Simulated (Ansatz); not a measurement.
## Effect of 1 layer on ZnS

Base system: ZnS in the wurtzite structure (space group P6_3mc, No. 186; a = 3.7823 Å, c = 6.2079 Å). Axes: x lies along a and z along c of the hexagonal cell.

Modification: a free-standing slab of 1 layer (4 atoms, 4 a layer) is cut normal to the y axis, with 15 Å of vacuum and the in-plane cell held at bulk.

All numbers come from PBEsol (Ansatz, a quantum-chemistry and plane-wave program, PAW, spin-orbit coupling left out), earlier PAW set. Γ-centred 9×6×1 mesh, Fermi–Dirac width 0.05 eV, for the changed cell.

The shortest interatomic distance decreases by 8.66 pm, from 231.9 pm to 223.3 pm and the band gap goes up by 0.62 eV to 2.77 eV. The gap character comes out as direct at Γ and the valence-band top at Γ (three highest levels, from the VBM) becomes 0.00, -0.62, -1.55 eV (base: 0.00, 0.00, -0.09 eV). The thickness between the outermost nuclei is 1.48 Å.

Stability against distortions was not tested. Labels are those of the standard path for the cell's own space group.
